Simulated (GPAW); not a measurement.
```yaml
crystal:
  lattice:
    - [1.42266, -3.82116, 0.00000]
    - [1.42266, 3.82116, 0.00000]
    - [0.00000, 0.00000, 2.84391]
  atoms:
    - { symbol: Cr, position: [0.85462, 0.14538, 0.75000] }
    - { symbol: Cr, position: [0.14538, 0.85462, 0.25000] }
    - { symbol: B, position: [0.56494, 0.43506, 0.75000] }
    - { symbol: B, position: [0.43506, 0.56494, 0.25000] }
```

Method: PBEsol, GPAW PAW datasets PBEsol (made by gpaw-setup) (plane waves; GPAW).

The set-up and first iterations of a GPAW log for CrB (Cmcm, 4 atoms in the cell):

```
Input parameters:
  convergence: {density: 1e-05}
  kpts: {gamma: True,
         size: (8, 8, 8)}
  maxiter: 120
  mode: {ecut: 950,
         name: pw}
  nbands: -8
  occupations: {name: fermi-dirac,
                width: 0.1}
  symmetry: {symmorphic: False,
             tolerance: 0.0005}
  xc: PBEsol

species:
  Cr:
    name: Chromium
    Z: 24.0
    valence: 6
    core: 18
    charge: 0.0
    file: Cr.PBEsol.gz

    # Using partial waves for Cr as LCAO basis

  B:
    name: Boron
    Z: 5.0
    valence: 3
    core: 2
    charge: 0.0
    file: B.PBEsol.gz

    # Using partial waves for B as LCAO basis

Reference energy: -58437.962914  # eV

Spin-paired calculation

Convergence criteria:
 Maximum [total energy] change in last 3 cyles: 0.0005 eV / valence electron
 Maximum integral of absolute [dens]ity change: 1e-05 electrons / valence electron
 Maximum integral of absolute [eigenst]ate change: 4e-08 eV^2 / valence electron
   [... lines left out ...]

Eigensolver

Densities:
  Coarse grid: 30*30*24 grid
  Fine grid: 60*60*48 grid
  Total Charge: 0.000000

Density mixing:
  Method: separate
  Backend: pulay
  Linear mixing parameter: 0.05
  old densities: 5
  Damping of long wavelength oscillations: 50

Hamiltonian:
  XC and Coulomb potentials evaluated on a 60*60*48 grid
  External potential:
    NoExternalPotential

XC parameters: PBEsol with 2 nearest neighbor stencil

Number of atoms: 4
Number of atomic orbitals: 26
Number of bands in calculation: 17
Number of valence electrons: 18
Bands to converge: occupied

Density initialized from atomic densities
  17 bands from LCAO basis set

Atomic positions and initial magnetic moments

Positions:
   0 Cr     1.422661   -2.710121    2.132933    ( 0.0000,  0.0000,  0.0000)
   1 Cr     1.422661    2.710121    0.710978    ( 0.0000,  0.0000,  0.0000)
   2 B      1.422661   -0.496293    2.132933    ( 0.0000,  0.0000,  0.0000)
   3 B      1.422661    0.496293    0.710978    ( 0.0000,  0.0000,  0.0000)

Unit cell:
           periodic     x           y           z      points  spacing
  1. axis:    yes    1.422661   -3.821162    0.000000    30     0.0889
  2. axis:    yes    1.422661    3.821162    0.000000    30     0.0889
  3. axis:    yes    0.000000    0.000000    2.843911    24     0.1185

  Lengths:   4.077406   4.077406   2.843911
  Angles:   90.000000  90.000000 139.158286

Effective grid spacing dv^(1/3) = 0.1127
     iter     time        total  log10-change:
                         energy   eigst   dens
iter:   1 --:--:--   -45.931214
iter:   2 --:--:--   -42.840455   -0.56  -0.69
iter:   3 --:--:--   -36.487179   +0.28  -0.76
iter:   4 --:--:--   -36.569013   -1.18  -1.42
iter:   5 --:--:--   -36.554496   -1.53  -1.40
iter:   6 --:--:--   -36.491438   -1.34  -1.50
iter:   7 --:--:--   -36.498974   -2.11  -1.96
iter:   8 --:--:--   -36.492212c  -2.07  -1.98
iter:   9 --:--:--   -36.494164c  -2.64  -2.69
iter:  10 --:--:--   -36.493168c  -3.30  -2.48
iter:  11 --:--:--   -36.492978c  -3.43  -2.49
iter:  12 --:--:--   -36.493290c  -3.88  -2.84
```

Q: How does the run end?

A: The run converged in 27 iterations. Its thresholds were met; that alone does not show that basis and mesh suffice. It ends on: free energy E − TS (from the program's reference atoms) -36.5355 eV; Fermi level (on the code's own zero) 13.29 eV; largest force (vector length) 0.317 eV/Å. The log goes on:

```
   [... 10 lines left out ...]
iter:  23 --:--:--   -36.493314c  -6.47  -4.19
iter:  24 --:--:--   -36.493313c  -7.04  -4.24
iter:  25 --:--:--   -36.493308c  -6.61  -4.27
iter:  26 --:--:--   -36.493307c  -7.28  -4.66
iter:  27 --:--:--   -36.493307c  -7.78c -5.14c
Converged after 27 iterations.

Dipole moment: (-0.000000, 0.000000, -0.000000) |e|*Ang

Energy contributions relative to reference atoms: (reference = -58437.962914)

Kinetic:         +0.374090
Potential:       -6.013785
External:        +0.000000
XC:             -31.404899
Entropy (-ST):   -0.084288
Local:           +0.593432
SIC:             +0.000000
--------------------------
Free energy:    -36.535451
Extrapolated:   -36.493307

Showing only first 2 kpts
 Kpt  Band  Eigenvalues  Occupancy
  0     7     12.46983    1.99948
  0     8     13.01398    1.88576
  0     9     13.19287    1.46793
  0    10     13.73649    0.02375

  1     7     12.00505    1.99999
  1     8     13.23541    1.28649
  1     9     13.24122    1.25962
  1    10     13.78890    0.01413

Fermi level: 13.29436

No gap
No difference between direct/indirect transitions
Energy (eV): -36.493307

Forces in eV/Ang:
  0 Cr    0.00000    0.31746    0.00000
  1 Cr    0.00000   -0.31746    0.00000
  2 B     0.00000   -0.12860    0.00000
  3 B     0.00000    0.12860   -0.00000

Stress tensor:
    -0.136075    -0.000000     0.000000
    -0.000000    -0.137565    -0.000000
     0.000000    -0.000000    -0.137260
Stress (GPa, Voigt): [-21.8017 -22.0403 -21.9914  -0.       0.      -0.    ]
```

For comparison: a first run was changed to give this one (lattice scaled by 0.98), and from it to this one the free energy goes up by 31.5 meV/atom and the largest force goes from 0.080 to 0.317 eV/Å.

The starting cell comes from a database of computed structures (which also holds hypothetical and non-ambient phases and stackings), without a prior relaxation at this level. For this run, on top of that: lattice scaled by 0.98. Spin polarisation is off.

The run was DFT PBEsol, plane waves, GPAW PAW datasets PBEsol (made by gpaw-setup). Main settings of its input:

mode: pw
ecut: 950 eV
xc: PBEsol
kpts: 8 8 8
mesh shift (steps): 0 0 0
occupations.name: fermi-dirac
occupations.width: 0.1 eV
nbands: -8
convergence.density: 1e-05 e/electron
symmetry.symmorphic: false
symmetry.tolerance: 0.0005
maxiter: 120
